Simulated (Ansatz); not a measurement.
BN under load (space group P6_3mc), Ansatz (an electronic-structure program) with r2SCAN, rigid bands. Condition of this run: hydrostatic pressure of 18 GPa (compression positive) (the target of the relaxation). Band gap 5.65 eV, N_c = 1.35e19 cm⁻³ and N_v = 4.69e19 cm⁻³ at 300 K, conductivity masses along x (a = (2.50, 0.00, 0.00) Å; b = (-1.25, 2.17, 0.00) Å; c = (0.00, 0.00, 4.14) Å) of 0.489 mₑ (electrons) and 0.807 mₑ (holes). Take k_BT = 0.02585 eV.

Q: What thermal injection velocity √(2k_BT/πm) limits a ballistic channel along the direction named?

A: 7.69e6 cm/s for electrons and 5.99e6 cm/s for holes, a ratio of √(m_h/m_e) = 1.28, for dilute carriers.

Q: Find the intrinsic carrier density and the intrinsic Fermi level.

A: n_i = √(N_c N_v) exp(−E_g/2k_BT) = 2.52e19 × exp(−109.28) = 8.8e-29 cm⁻³. The level lies (k_BT/2) ln(N_v/N_c) = 16 meV from mid-gap (positive towards the conduction band). Each 0.1 eV added to the gap lowers n_i by a factor of 6.9.

Q: A film of it is 5 nm thick, with its normal along the direction named. Estimate the confinement energies in an infinite well.

A: ħ²π²/(2m t²) = 0.376 eV·nm²/(m/mₑ × t²) gives 30.8 meV for electrons and 18.6 meV for holes, so the gap would widen to about 5.70 eV. Finite barriers and nonparabolic bands lower this, and with several valleys or bands the heaviest mass along the normal sets the lowest level, not this average.

Rigid bands with the computed gap; masses take one relaxation time for all states. Spin-orbit coupling is left out. Geometry: cell and atoms relaxed with PBEsol.
